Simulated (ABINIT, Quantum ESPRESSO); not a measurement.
An ABINIT input for a self-consistent single point of MnFe2N2 (P-3m1, 5 atoms in the cell) (DFT, LDA (PW92), plane waves, norm-conserving pseudopotentials (PseudoDojo nc-sr-04 LDA standard)):

```
# Mn(FeN)2, PseudoDojo nc-sr-04 LDA standard
pp_dirpath "./"
pseudos "Mn.upf, Fe.upf, N.upf"
acell 5.5478879339 5.5478879339 12.0659183133
rprim
         1.0000000000    0.0000000108    0.0000000000
        -0.5000000094    0.8660253984    0.0000000000
         0.0000000000    0.0000000000    1.0000000000
natom 5
ntypat 3
znucl 25 26 7
typat 1 2 2 3 3
xcart
         0.0000000000    0.0000000000    6.0329591566
         2.7739439496    1.6015373260    2.0174215420
        -0.0000000346    3.2030745921   10.0484967713
         2.7739439496    1.6015373260    8.5283117230
        -0.0000000346    3.2030745921    3.5376065903
ecut 48 Ha
nsppol 2
spinat
      0 0 4
      0 0 0
      0 0 0
      0 0 0
      0 0 0
occopt 3
tsmear 0.00367493
nband 40
kptopt 1
ngkpt 8 8 4
nshiftk 1
shiftk 0 0 0
nstep 60
tolvrs 1.0e-11
prtwf 0
prtden 0
prtvol 1
enunit 2
```

**Question.** Write the same calculation as an input for Quantum ESPRESSO.

**Answer.** One input that does it (others would too):

```fortran
&CONTROL
    calculation = 'scf'
    prefix = 'Mn(FeN)2'
    outdir = './work'
    pseudo_dir = './'
    tprnfor = .true.
    tstress = .true.
/
&SYSTEM
    ibrav = 0
    nat = 5
    ntyp = 3
    ecutwfc = 50
    ecutrho = 400
    occupations = 'smearing'
    smearing = 'fermi-dirac'
    degauss = 0.0073499
    nspin = 2
    starting_magnetization(1) = 0.267
/
&ELECTRONS
    conv_thr = 1.0e-11
    mixing_beta = 0.2
/
ATOMIC_SPECIES
Mn    54.9380  mn_lda_v1.5.uspp.F.UPF
Fe    55.8450  fe_lda_v1.5.uspp.F.UPF
N     14.0070  n_lda_v1.2.uspp.F.UPF
ATOMIC_POSITIONS {angstrom}
Mn    0.000000000    0.000000000    3.192504500
Fe    1.467907932    0.847497039    1.067573505
Fe    0.000000000    1.694994079    5.317435495
N     1.467907932    0.847497039    4.512988211
N     0.000000000    1.694994079    1.872020789
K_POINTS {automatic}
8 8 4  0 0 0
CELL_PARAMETERS {bohr}
   5.547887934     0.000000000     0.000000000
  -2.773943967     4.804611888     0.000000000
   0.000000000     0.000000000    12.065918313
```

Basis settings and potentials, where a program has them, do not carry over. This input uses DFT, LDA (PZ), plane waves, GBRV 1.5 ultrasoft (LDA) pseudopotentials. LDA parametrisations can differ slightly between programs.

The starting cell comes from a database of computed structures (which also holds hypothetical and non-ambient phases and stackings), without a prior relaxation at this level. Its lattice was rescaled by a random factor within 2.5 % of one.
